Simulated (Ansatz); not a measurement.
Consider a periodic stack without vacuum, rock-salt TaN (1 1 1) on wurtzite GaN (1 0 0) (film strained to the substrate, faces as cut): substrate slab Ga10N10, film N8Ta8, surface cells [[0, 1], [-1, 0]] and [[-1, 2], [-1, 0]], film strained by -3.1 and +3.0 %, faces GaN/GaN and N/Ta as cut (like faces can put a slab off its formula). Its start:

```
CELL_PARAMETERS angstrom
      5.24310     0.00000     0.04499
      0.00000     3.21848    -0.00121
     -0.20676    -1.61929    26.40170
ATOMIC_POSITIONS crystal
  Ga 0.52865 0.24813 0.03657
  Ga 0.03350 0.29277 0.11150
  N  0.91352 0.24882 0.04299
  N  0.40872 0.29418 0.11239
  Ga 0.53282 0.81153 0.14645
  Ga 0.03246 0.84837 0.21743
  N  0.91002 0.81139 0.14755
  N  0.40784 0.84870 0.21722
  Ga 0.53098 0.36634 0.25221
  Ga 0.02826 0.40197 0.32244
  N  0.90644 0.36603 0.25222
  N  0.40377 0.40216 0.32264
  Ga 0.52769 0.91964 0.35710
  Ga 0.02830 0.95511 0.42765
  N  0.90309 0.91984 0.35769
  N  0.40301 0.95432 0.42737
  Ga 0.52417 0.47190 0.46288
  Ga 0.03221 0.51045 0.53254
  N  0.90055 0.47282 0.46177
  N  0.40056 0.49900 0.53218
  N  0.64290 0.02884 0.62679
  N  0.12578 0.53427 0.63897
  N  0.27484 0.07920 0.72750
  N  0.79196 0.57666 0.72478
  N  0.95237 0.12750 0.82046
  N  0.47346 0.62445 0.81948
  N  0.64811 0.17684 0.91551
  N  0.12518 0.67848 0.91730
  Ta 0.45639 0.51932 0.60515
  Ta 0.96190 0.05506 0.67871
  Ta 0.14126 0.60183 0.77477
  Ta 0.61473 0.09429 0.76617
  Ta 0.80036 0.65134 0.86661
  Ta 0.29839 0.15293 0.86913
  Ta 0.46450 0.70097 0.95861
  Ta 0.97476 0.20601 0.96938
```

The start was prepared with a machine-learned potential, and the result is one local minimum, with the in-plane cell held and forces under 0.04 eV/Å; the film can end far from its bulk form.

Computed with PBE (plane waves to 420 eV, PAW; Ansatz, an electronic-structure program). No spin–orbit coupling; the runs are not spin-polarised; PBE gaps are too small against experiment. Its k-point mesh 6×10×1, Fermi–Dirac width 0.05 eV.

Q: Predict the relaxed interface.

A: 
* **interface area**: 16.9 Å²
* **period**: 26.41 Å
* **gaps between the outermost planes at the two interfaces**: 1.80 and 1.71 Å
* **Ga–Ta contacts across the interfaces within 1.22 times the sum of covalent radii**: 6, mean 3.03 Å
* **N–Ta contacts across the interfaces within 1.22 times the sum of covalent radii**: 2, mean 1.88 Å
* **estimate of the barrier**: withheld, since the two interfaces are unlike
* **slope of the mean potential energy in the substrate**: +3.8 MV/cm × e
